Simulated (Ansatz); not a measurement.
Base system: ZnSe in the zinc blende structure (space group F-43m, No. 216; a = 5.733 Å).

Method: Ansatz (a quantum-chemistry and plane-wave program) PBE, no SOC.

Strains are applied to the cell and any free atomic positions relax.

One change was made to it. Results:

```csv
quantity,base,after
pressure,0.00 GPa,6.37 GPa
"hole mass (degenerate bands, along [100])","0.094, 0.63, 0.63 mₑ (at Γ)","0.11, 0.56, 0.56 mₑ (at Γ)"
mean gap deformation potential ΔEg/Δln V,–,-4.0 eV
energy relative to the base (free energy F),0 meV/atom,+38 meV/atom
```

Task: Name the change that was made.
A. isotropic strain −2.50 %
B. isotropic strain −3.00 %
C. isotropic strain +2.50 %
D. isotropic strain +3.00 %

Result: B, isotropic strain −3.00 %. For comparison, the energy relative to the base in the other runs: isotropic strain +2.50 % gives +21 meV/atom; isotropic strain +3.00 % gives +30 meV/atom; isotropic strain −2.50 % gives +26 meV/atom.

Masses are band curvatures over ±0.01 Å⁻¹ around the edge. Whether these cells are dynamically stable was not tested.
